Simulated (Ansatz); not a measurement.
The parent structure is CrAgSe₂ (space group R3m, No. 160; ferromagnetic).

```yaml
crystal:
  lattice:
    - [1.84057, 1.06265, 6.89271]
    - [-1.84057, 1.06265, 6.89271]
    - [0.00000, -2.12531, 6.89271]
  atoms:
    - { symbol: Cr, position: [0.99961, 0.99961, 0.99961] }
    - { symbol: Ag, position: [0.84995, 0.84995, 0.84995] }
    - { symbol: Se, position: [0.72895, 0.72895, 0.72895] }
    - { symbol: Se, position: [0.26570, 0.26570, 0.26570] }
```

Cartesian axes are those of the cell as printed.

All numbers come from PBEsol, PAW, 420 eV (Ansatz, a program for electronic structure; scalar-relativistic without spin-orbit coupling).

Strains are applied to the cell and any free atomic positions relax; under biaxial strain the out-of-plane vector relaxes too.

One change was made to it. Results:

The energy increases by 1.3 meV/atom; the smallest direct gap shrinks by 0.03 eV (0.65 eV → 0.62 eV).

Which of these changes matches the shifts?
A. isotropic strain −1.03 %
B. strain tensor (xx, yy, zz, yz, xz, xy) = (+0.42, +0.99, −0.37, +0.95, −0.38, +0.07) %
C. biaxial strain +2.06 %, plane normal [001], relaxed out of plane

B, strain tensor (xx, yy, zz, yz, xz, xy) = (+0.42, +0.99, −0.37, +0.95, −0.38, +0.07) %. For comparison, the energy relative to the base in the other runs: isotropic strain −1.03 % gives +5.0 meV/atom; biaxial strain +2.06 %, plane normal [001], relaxed out of plane gives +4.8 meV/atom.

Other magnetic orders, which the real material may have, were not ruled out. Whether these cells are dynamically stable was not tested. A zero or small gap of CrAgSe2 under strain tensor (xx, yy, zz, yz, xz, xy) = (+0.42, +0.99, −0.37, +0.95, −0.38, +0.07) % can be the functional's error rather than a property of the material.
